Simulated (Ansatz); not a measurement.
System: cubic perovskite BaHfO3. Method: PBE (Ansatz, a program for electronic structure, PAW).

Run with plane-wave cutoff 520 eV, 6×6×6 k mesh, scalar-relativistic PAW data made under PBE.

Computed at the level's own relaxed cell.

**Question.** Estimate the Voigt–Reuss–Hill bulk modulus, Voigt–Reuss–Hill shear modulus (Hill average), elastic constant C11, elastic constant C12 and elastic constant C44 that the calculation returns.

**Answer.** 
Voigt–Reuss–Hill bulk modulus: 155 GPa
Voigt–Reuss–Hill shear modulus (Hill average): 99.0 GPa
elastic constant C11: 309 GPa
elastic constant C12: 78.9 GPa
elastic constant C44: 89.7 GPa

Elastic constants are with the ions relaxed.

Spin–orbit coupling is not included.

Computed values are for the static lattice.

The result took about 110 core-seconds (a rough figure).
